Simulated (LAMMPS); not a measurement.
Molecular dynamics of a melt made from SiC (zinc blende), 1000 atoms, at 4060 K and 0 GPa, brought to that temperature within a few picoseconds.

Model: classical MD, pair style gw, file SiC.gw (LAMMPS).

Problem. Give g(r) against r (Å) as the simulation yields it.

Solution. State found: liquid.
```tsv
r (Å)	g(r), C-Si
1.420	0.000
1.460	0.003
1.500	0.009
1.540	0.014
1.580	0.068
1.620	0.287
1.660	0.638
1.700	1.23
1.740	2.05
1.780	3.04
1.820	3.90
1.860	4.54
1.900	4.67
1.940	4.44
1.980	4.18
2.020	3.66
2.060	2.96
2.100	2.66
2.140	2.13
2.180	1.62
2.220	1.19
2.260	0.788
2.300	0.427
2.340	0.318
2.380	0.266
2.420	0.243
2.460	0.312
2.500	0.360
2.540	0.390
2.580	0.380
2.620	0.381
2.660	0.464
2.700	0.481
2.740	0.486
2.780	0.556
2.820	0.535
2.860	0.558
2.900	0.592
2.940	0.617
2.980	0.648
3.020	0.645
3.060	0.725
3.100	0.703
3.140	0.740
3.180	0.824
3.220	0.807
3.260	0.796
3.300	0.841
3.340	0.856
3.380	0.898
3.420	0.844
3.460	0.901
3.500	0.868
3.540	0.884
3.580	0.930
3.620	0.967
3.660	0.956
3.700	0.951
3.740	0.973
3.780	0.963
3.820	1.01
3.860	1.01
3.900	1.02
3.940	1.02
3.980	1.04
4.020	1.09
4.060	1.08
4.100	1.09
4.140	1.12
4.180	1.14
4.220	1.20
4.260	1.10
4.300	1.21
4.340	1.18
4.380	1.23
4.420	1.21
4.460	1.19
4.500	1.18
4.540	1.18
4.580	1.16
4.620	1.21
4.660	1.18
4.700	1.12
4.740	1.09
4.780	1.12
4.820	1.09
4.860	1.07
4.900	1.06
4.940	1.05
4.980	1.05
5.020	1.00
5.060	1.02
5.100	0.999
5.140	0.980
5.180	0.959
5.220	0.952
5.260	0.927
5.300	0.937
```

Caution: at ambient pressure real SiC sublimes or decomposes before or as it melts, so this liquid is the model's.
